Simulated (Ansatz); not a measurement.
Zr under a change: pressure −2 GPa

The reference is Zr in the hcp (Mg type) structure (space group P6_3/mmc, No. 194; a = 3.1456 Å, c = 5.0856 Å).

It is then changed as follows: a negative pressure, −2 GPa.

Calculations: Kohn–Sham DFT with the LDA functional, run in Ansatz (a first-principles code) with PAW and 420 eV plane waves, no spin-orbit coupling. k-mesh 17×17×9 (Γ-centred); smearing 0.05 eV (Fermi–Dirac).

The density shrinks by 0.14 g/cm³, from 6.95 g/cm³ to 6.81 g/cm³ and the lattice parameter a increases by 0.024 Å, from 3.146 Å to 3.170 Å. The c/a ratio drops by 0.005 (1.617 → 1.612) and the shortest interatomic distance increases by 0.018 Å (3.125 Å → 3.143 Å). The band gap is still zero.

Load acts through the strain it causes; cell and atoms are relaxed under it. Whether these cells are dynamically stable was not tested. All final runs are without spin polarisation.
